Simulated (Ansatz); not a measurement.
# Ge, pressure series

Start from Ge in the diamond structure (space group Fd-3m, No. 227).

```cif
data_Ge8
_chemical_formula_sum 'Ge8'
_space_group_name_H-M_alt 'Fd-3m :1'
_space_group_IT_number 227
_space_group_name_Hall 'F 4d 2 3 -1d'
_cell_length_a 5.67439
_cell_length_b 5.67439
_cell_length_c 5.67439
_cell_angle_alpha 90.000
_cell_angle_beta 90.000
_cell_angle_gamma 90.000
loop_
_atom_site_label
_atom_site_type_symbol
_atom_site_symmetry_multiplicity
_atom_site_Wyckoff_symbol
_atom_site_fract_x
_atom_site_fract_y
_atom_site_fract_z
_atom_site_occupancy
Ge1 Ge 8 a 0.00000 0.00000 0.00000 1
```
(The calculation used a cell of 2 atoms; values per cell refer to that cell.)

Cell and atoms are relaxed at each pressure.

Level of theory: plane-wave PAW DFT at the r2SCAN level (Ansatz, an electronic-structure program, 500 eV), scalar-relativistic without spin-orbit coupling.

| variant | band gap | smallest direct gap | lattice parameter a |
|---|---|---|---|
| base | 0.36 eV | 0.36 eV | 5.674 Å |
| pressure −2 GPa | 0.06 eV | – | (withheld) |
| pressure −1 GPa | 0.22 eV | – | (withheld) |
| pressure 1.8 GPa | 0.52 eV | 0.59 eV | 5.630 Å |
| pressure 4.2 GPa | (withheld) | 0.87 eV | 5.577 Å |
| pressure 9 GPa | 0.65 eV | 1.36 eV | 5.489 Å |
| pressure 18 GPa | (withheld) | 2.10 eV | 5.363 Å |
| pressure 30 GPa | 0.38 eV | 2.75 eV | 5.237 Å |
| pressure 45 GPa | 0.23 eV | 2.73 eV | 5.118 Å |
| pressure 60 GPa | 0.08 eV | 2.70 eV | 5.024 Å |

Question: Fill in the withheld entries from the trend.

Answer: 
- pressure −2 GPa, lattice parameter a: 5.733 Å
- pressure −1 GPa, lattice parameter a: 5.702 Å
- pressure 4.2 GPa, band gap: 0.61 eV
- pressure 18 GPa, band gap: 0.53 eV

Load acts through the strain it causes; cell and atoms are relaxed under it. Whether these cells are dynamically stable was not tested. The real Ge has an indirect gap at ambient pressure; r2SCAN orders its close-lying valleys differently. Measured, Ge leaves this structure (for the β-tin structure) near 10.6 GPa (room temperature; as listed in arXiv:1906.07825). A zero or small gap of Ge under pressure −2 GPa, Ge under pressure −1 GPa, Ge under pressure 45 GPa and Ge under pressure 60 GPa can be the functional's error rather than a property of the material.
